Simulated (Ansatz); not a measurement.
System: TiOF2 (P4₂/mmc, No. 131, 8 atoms in the cell; start mp-37473). Method: LDA in Ansatz (PAW).

Run with plane-wave cutoff 520 eV, 10×10×4 k mesh (along the axes of the cell as run), Fermi–Dirac smearing 0.01 eV, no spin polarisation, scalar-relativistic PAW data made under PBE.

Cell (relaxed at this level):

```cif
data_F4O2Ti2
_chemical_formula_sum 'Ti2 O2 F4'
_space_group_name_H-M_alt 'P42/mmc'
_space_group_IT_number 131
_space_group_name_Hall '-P 4c 2'
_cell_length_a 3.72899
_cell_length_b 3.72899
_cell_length_c 7.69214
_cell_angle_alpha 90.000
_cell_angle_beta 90.000
_cell_angle_gamma 90.000
loop_
_atom_site_label
_atom_site_type_symbol
_atom_site_symmetry_multiplicity
_atom_site_Wyckoff_symbol
_atom_site_fract_x
_atom_site_fract_y
_atom_site_fract_z
_atom_site_occupancy
Ti1 Ti 2 a 0.00000 0.00000 0.00000 1
O1 O 2 d 0.50000 0.00000 0.00000 1
F1 F 2 c 0.00000 0.50000 0.00000 1
F2 F 2 e 0.00000 0.00000 0.25000 1
```

### Question
Estimate the band gap that the calculation returns.

### Answer

- band gap: 2.04 eV (direct)

Computed values are for the static lattice.

The result took roughly 40 core-seconds.

A start named mp-… is a Materials Project structure, which need not be a measured phase.

Ansatz is a program for electronic structure.
